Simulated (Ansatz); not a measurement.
Take CdSe in the zinc blende structure (space group F-43m, No. 216; a = 6.082 Å) as the base.

Now apply this change: Te takes the place of Se on all its sites; the structure is relaxed again.

Levels (all Ansatz, a program for electronic structure, PAW, earlier PAW set): PBEsol (420 eV, spin-orbit coupling left out); HSE06 (420 eV, spin-orbit coupling left out).

The geometry is relaxed with PBEsol.

| Quantity | Result |
|---|---|
| PBEsol lowest conduction level above the VBM at special points | Γ 0.65 eV; L 1.73 eV; X 2.51 eV |

Q: What does HSE06 give at this geometry for the lowest conduction level above the VBM at special points?

A: The lowest conduction level above the VBM at special points changes from Γ 0.65 eV; L 1.73 eV; X 2.51 eV to Γ 1.62 eV; L 2.64 eV; X 3.29 eV.

Single points use the geometry relaxed with PBEsol. The levels and masses belong to the bands next to the band gap. Stability against distortions was not tested.
